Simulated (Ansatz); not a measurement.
# Cost against accuracy: kpoints.mp_grid.grid for PtSe2 (P-3m1, 3 atoms in the cell)

```
CELL_PARAMETERS angstrom
      3.70987     0.00000     0.00000
     -1.85494     3.21285     0.00000
      0.00000     0.00000     5.80843
ATOMIC_POSITIONS crystal
  Pt 0.00000 0.00000 0.00000
  Se 0.66667 0.33333 0.77461
  Se 0.33333 0.66667 0.22539
```

Computed with HSE06 (plane waves, PAW; Ansatz, a first-principles code).

Base settings: basis.ecutwfc = 420 eV; kpoints.mp_grid.grid = 5 5 3; hamiltonian.xc = hse06; hamiltonian.pseudopotentials = {kind: paw}, with the files named one by one; scf.occupations.method = fixed.

Misses are taken against the tightest run, 6 6 3, which need not be fully converged itself. The energy is the free energy per atom.

Core times come from one kind of shared machine and are given to one figure; runs under 30 s give none.

The starting cell comes from a database of computed structures (which also holds hypothetical and non-ambient phases and stackings), without a prior relaxation at this level. Its lattice was rescaled by a random factor within 2.5 % of one. Ansatz's pressure includes its estimate of the finite-basis (Pulay) stress.

The runs (kpoints.mp_grid.grid): 2 2 1 | 3 3 2 | 4 4 2 | 5 5 3 | 6 6 3.

**Question.** Which is the coarsest setting among those run that, with all tighter ones, holds the energy within 20 meV/atom of the reference, and what does it save?

**Answer.** 4 4 2, off by 0.05 meV/atom; it needs about 0.4 of the reference's time.

```tsv
kpoints.mp_grid.grid	energy less reference (meV/atom)	pressure less reference (GPa)	largest difference in the force on any atom (eV/Å)	core time / reference (rough)
2 2 1	-231.64	-3.83	1.120	–
3 3 2	-32.67	-0.45	0.115	–
4 4 2	0.05	-0.10	0.048	0.4
5 5 3	1.73	-0.02	0.014	0.7
6 6 3	0.00	0.00	0.000	1
```

Keys are those of Ansatz 0.2.
